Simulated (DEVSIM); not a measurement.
Structure: abrupt Ge n-p junction, at 300 K.

Layer 1 from the left is Ge, thickness (μm) 1.10, Nd (cm⁻³) 1.8e17, τn (s) 1.9e-6, τp (s) 1.9e-6. Layer 2 from the left is Ge, thickness (μm) 180, Na (cm⁻³) 7.1e17, τn (s) 1.9e-6, τp (s) 1.9e-6.

Left contact: ohmic. Right contact: ohmic. Voltage is applied to the left contact. Recombination: SRH at mid-gap, Auger. Mobility is constant in doping.

This is a model device: material constants are rounded textbook-type values typed into the input, and sizes, dopings and lifetimes were drawn at random. Values at 300 K.

Ge: gap (eV) 0.664, affinity (eV) 4, permittivity 16, Nc (cm⁻³) 1.04e19, Nv (cm⁻³) 6e18, μn (cm²/Vs) 3900, μp (cm²/Vs) 1900, Cn (cm⁶/s) 1e-31, Cp (cm⁶/s) 1e-31.

Simulated with DEVSIM: 1D drift-diffusion, Boltzmann statistics, complete ionisation; no tunnelling, impact ionisation, image-force lowering or self-heating.

Dark forward current:

| |V| (V) | |J| (A/cm²) |
|---|---|
| 0.05 | 0.001090 |
| 0.10 | 0.008594 |
| 0.15 | 0.06028 |
| 0.20 | 0.4159 |
| 0.25 | 2.842 |
| 0.30 | 18.59 |
| 0.35 | 98.69 |
| 0.40 | 326.0 |
| 0.45 | 692.6 |
| 0.50 | 1143 |
| 0.55 | 1645 |
| 0.60 | 2181 |

Task: Work out the local ideality factor n = ΔV / (kT/q · ln(J2/J1)) between the rows 0.15 and 0.20 V, 0.55 and 0.60 V.

Result: kT/q = 25.85 mV. From 0.15 to 0.20 V: ln(0.4159/0.06028) = 1.931, n = 1.00, near the 1 of diffusion or emission over a barrier. From 0.55 to 0.60 V: ln(2181/1645) = 0.282, n = 6.86; the layers' resistance at their doping, Σ W/(qμN) = 8.4e-5 Ω cm², would take 45 mV of this step of 50 mV.

Task: Estimate the current at 0.20 V from the Shockley equation with J0 = Σ q ni² D/(N L) coth(W/L), τ joining the SRH, radiative and Auger lifetimes that are on, and W taken as the whole layer.

Result: ni² = 4.36e26 cm⁻⁶; holes in the n layer: μ = 1900 cm²/Vs, D = 49.1 cm²/s, τ = 1.89e-6 s, L = 96.3 μm, W/L = 0.011, term 0.000173 A/cm²; electrons in the p layer: μ = 3900 cm²/Vs, D = 101 cm²/s, τ = 1.73e-6 s, L = 132 μm, W/L = 1.4, term 8.56e-7 A/cm². J0 = 0.000174 A/cm², and J = J0 exp(qV/kT) = 0.399 A/cm². The simulation gives 0.416 A/cm²; the estimate lies 4.0 % below. The estimate leaves out recombination in the depletion region and that region's share of W.
